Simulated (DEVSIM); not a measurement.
Device: abrupt Si n-p junction, at 250 K.

```csv
layer (left to right),material,thickness (μm),Nd (cm⁻³),Na (cm⁻³),τn (s),τp (s)
1,Si,1.00,3.1e18,-,0.00082,0.00082
2,Si,7.90,-,7.2e15,0.00082,0.00082
```

Left contact: ohmic. Right contact: ohmic. Voltage is applied to the left contact. Recombination: SRH at mid-gap, Auger. Mobility is μmin + (μ − μmin)/(1 + (N/Nref)^α).

Constants are typed, rounded textbook-type inputs, not results; the design itself was drawn at random and stands for no fabricated device. Values at 300 K; Nc and Nv go as T^1.5, mobilities as T to minus their exponent, the gap by Varshni's rule with the affinity fixed.

```tsv
parameter	Si
gap (eV)	1.124
affinity (eV)	4.05
permittivity	11.7
Nc (cm⁻³)	2.86e19
Nv (cm⁻³)	3.1e19
μn (cm²/Vs)	1417
μp (cm²/Vs)	470
μn,min	52
μp,min	45
Nref,n	9.7e16
Nref,p	2.2e17
αn	0.68
αp	0.72
T exponent of μn	2.3
T exponent of μp	2.2
Cn (cm⁶/s)	2.8e-31
Cp (cm⁶/s)	9.9e-32
Varshni α (eV/K)	0.000473
Varshni β (K)	636
```

Model (solved in DEVSIM): 1D drift-diffusion, Boltzmann statistics, complete ionisation; no tunnelling, impact ionisation, image-force lowering or self-heating.

The doping Na of layer 2 was swept, all else fixed.

| doping Na of layer 2 (cm^-3) | largest field in the device at zero bias (V/cm) | dark forward voltage at 1 A/cm² (V) | dark forward voltage at 100 A/cm² (V) | potential step across the device at zero bias (V) |
|---|---|---|---|---|
| 2.2e14 | 88000 | 0.627 | 0.780 | 0.845 |
| 7.2e14 | 89000 | 0.650 | 0.786 | 0.870 |
| 2.2e15 | 90000 | 0.674 | 0.796 | 0.894 |
| 7.2e15 | 95000 | 0.701 | 0.813 | 0.920 |
| 2.2e16 | 110000 | 0.729 | 0.834 | 0.944 |
| 7.2e16 | 150000 | 0.760 | 0.863 | 0.969 |
| 2.2e17 | 250000 | 0.791 | 0.892 | 0.993 |

From the first row to the last the largest field in the device at zero bias goes from 88000 to 250000. From the first row to the last the dark forward voltage at 1 A/cm² goes from 0.627 to 0.791.
